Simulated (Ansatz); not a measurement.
# rock-salt TaN (0 0 1) on 3C silicon carbide (0 0 1) (film strained to the substrate, faces as cut)

A periodic stack without vacuum, rock-salt TaN (0 0 1) on 3C silicon carbide (0 0 1) (film strained to the substrate, faces as cut): substrate slab C5Si6, film N6Ta6, surface cells [[1, 0], [1, 1]] and [[1, 0], [1, 1]], film strained by -0.8 and -0.8 %, faces Si/Si and NTa/NTa as cut (like faces can put a slab off its formula).

The start was prepared with a machine-learned potential, and the result is one local minimum, with the in-plane cell held and forces under 0.04 eV/Å; the film can end far from its bulk form.

Level of theory: PBE (plane waves to 420 eV, PAW; Ansatz, a program for electronic structure). Scalar-relativistic, without spin–orbit coupling; the runs are not spin-polarised; PBE gaps are too small against experiment. Its k-point mesh 10×10×1, Fermi–Dirac width 0.05 eV.

| Property | Value |
|---|---|
| interface area | 9.6 Å² |
| period | 27.28 Å |
| gaps between the outermost planes at the two interfaces | 2.22 and 2.22 Å |
| Si–Ta contacts across the interfaces within 1.22 times the sum of covalent radii | 4, mean 2.71 Å |
| hole barrier (PBE) | 0.97 eV |
| electron barrier (PBE) | 0.40 eV |

```yaml
crystal:
  lattice:
    - [3.09713, -0.00004, 0.00020]
    - [0.00000, 3.09711, -0.02976]
    - [-1.54930, -1.28185, 27.29265]
  atoms:
    - { symbol: C, position: [0.13104, 0.63288, 0.08834] }
    - { symbol: C, position: [0.21115, 0.71279, 0.24870] }
    - { symbol: C, position: [0.67103, 0.17281, 0.16846] }
    - { symbol: C, position: [0.29131, 0.79279, 0.40906] }
    - { symbol: C, position: [0.75126, 0.25278, 0.32894] }
    - { symbol: Si, position: [0.15101, 0.15282, 0.12838] }
    - { symbol: Si, position: [0.61094, 0.61278, 0.04813] }
    - { symbol: Si, position: [0.23122, 0.23279, 0.28882] }
    - { symbol: Si, position: [0.69109, 0.69281, 0.20858] }
    - { symbol: Si, position: [0.31137, 0.31282, 0.44927] }
    - { symbol: Si, position: [0.77129, 0.77277, 0.36901] }
    - { symbol: N, position: [0.89617, 0.39775, 0.61841] }
    - { symbol: N, position: [0.36038, 0.86207, 0.54696] }
    - { symbol: N, position: [0.97991, 0.48280, 0.78484] }
    - { symbol: N, position: [0.44385, 0.94669, 0.71257] }
    - { symbol: N, position: [0.06211, 0.56468, 0.95044] }
    - { symbol: N, position: [0.52631, 0.02911, 0.87899] }
    - { symbol: Ta, position: [0.40070, 0.90234, 0.62732] }
    - { symbol: Ta, position: [0.85220, 0.35400, 0.53063] }
    - { symbol: Ta, position: [0.48510, 0.98791, 0.79547] }
    - { symbol: Ta, position: [0.93841, 0.44118, 0.70193] }
    - { symbol: Ta, position: [0.57030, 0.07261, 0.96677] }
    - { symbol: Ta, position: [0.02192, 0.52470, 0.87009] }
```
